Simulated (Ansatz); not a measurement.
β-phase InSe (model structure): properties by level of theory

```json
[
 {"level (code)": "PBE-D3(BJ) (Ansatz)", "lattice parameter a (Å)": "4.032", "c axis length (Å)": "(withheld)"},
 {"level (code)": "PBE-D4 (Ansatz)", "lattice parameter a (Å)": "(withheld)", "c axis length (Å)": "16.733"},
 {"level (code)": "r²SCAN (Ansatz)", "lattice parameter a (Å)": "4.043", "c axis length (Å)": "17.438"},
 {"level (code)": "r²SCAN+rVV10 (Ansatz)", "lattice parameter a (Å)": "(withheld)", "c axis length (Å)": "(withheld)"}
]
```

Problem. Complete the blanks.

Solution. 
- PBE-D3(BJ) (Ansatz, a first-principles code), c axis length (Å): 16.768
- PBE-D4 (Ansatz), lattice parameter a (Å): 4.028
- r²SCAN+rVV10 (Ansatz), lattice parameter a (Å): 4.016
- r²SCAN+rVV10 (Ansatz), c axis length (Å): 16.927

Ansatz's density-functional and Hartree–Fock values are scalar-relativistic unless marked +SOC, with PAW data made under PBE.

A model structure was made by putting elements into a prototype or built by hand; it is no filed structure, need not be a known phase, and can be a saddle point held by its symmetry.
